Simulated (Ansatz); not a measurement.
Consider CdTe in the zinc blende structure (space group F-43m, No. 216; a = 6.4086 Å). Axes: x, y, z lie along the cube axes.

Computed with Ansatz (a quantum-chemistry and plane-wave program) LDA, scalar-relativistic without spin-orbit coupling.

Strains are applied to the cell and any free atomic positions relax.

One change was made to it. Results:

| quantity | base | after |
|---|---|---|
| band gap | 0.61 eV | 0.51 eV |
| gap character | direct at Γ | direct at Γ |
| energy relative to the base (free energy F) | 0 meV/atom | +2.6 meV/atom |
| valence-band top at Γ (three highest levels, from the VBM) | 0.00, 0.00, 0.00 eV | 0.00, -0.11, -0.19 eV |

**Question.** Name the change that was made.
(A) tensor shear ε_xy = +1.14 %
(B) tensor shear ε_xy = +0.86 %
(C) tensor shear ε_xy = +0.57 %
(D) tensor shear ε_xy = +1.71 %

**Answer.** D, tensor shear ε_xy = +1.71 %. For comparison, the energy relative to the base in the other runs: tensor shear ε_xy = +1.14 % gives +1.1 meV/atom; tensor shear ε_xy = +0.86 % gives +0.7 meV/atom; tensor shear ε_xy = +0.57 % gives +0.3 meV/atom.

Spin-orbit coupling, missing from the scalar runs, can matter with Te. Whether these cells are dynamically stable was not tested. Labels are those of the standard path for the cell's own space group.
